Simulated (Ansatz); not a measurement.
## Response to strain in TiN

The parent structure is TiN in the rock salt structure (space group Fm-3m, No. 225; a = 4.233 Å). Axes: x, y, z lie along the cube axes.

Strains are applied to the cell and any free atomic positions relax; under biaxial strain the out-of-plane vector relaxes too; under stress the whole cell relaxes.

Computed with Ansatz (a program for electronic structure), r2SCAN, PAW, cutoff 500 eV, no spin-orbit coupling.

Candidates:
(a) biaxial strain −4.88 %, plane normal [001], relaxed out of plane
(b) uniaxial stress, 8 GPa compression along x
(c) tensor shear ε_xy = −1.83 %
(d) biaxial strain −2.49 %, plane normal [001], relaxed out of plane
(e) biaxial strain +2.30 %, plane normal [001], relaxed out of plane

Notes on the quantities. energy relative to the base: free energy F.

### Question
Order them by energy relative to the base, lowest first.

### Answer
(b) uniaxial stress, 8 GPa compression along x (+3.1 meV/atom), (c) tensor shear ε_xy = −1.83 % (+7.2 meV/atom), (e) biaxial strain +2.30 %, plane normal [001], relaxed out of plane (+20 meV/atom), (d) biaxial strain −2.49 %, plane normal [001], relaxed out of plane (+28 meV/atom), (a) biaxial strain −4.88 %, plane normal [001], relaxed out of plane (+118 meV/atom)

Without a gap, meshes like the base's 19×19×19 leave anisotropic stresses uncertain by several tenths of a GPa, and small strain energies with them. Beyond what the load breaks, stability against distortions was not tested. The final runs are not spin-polarised. An odd electron count without spin: TiN.
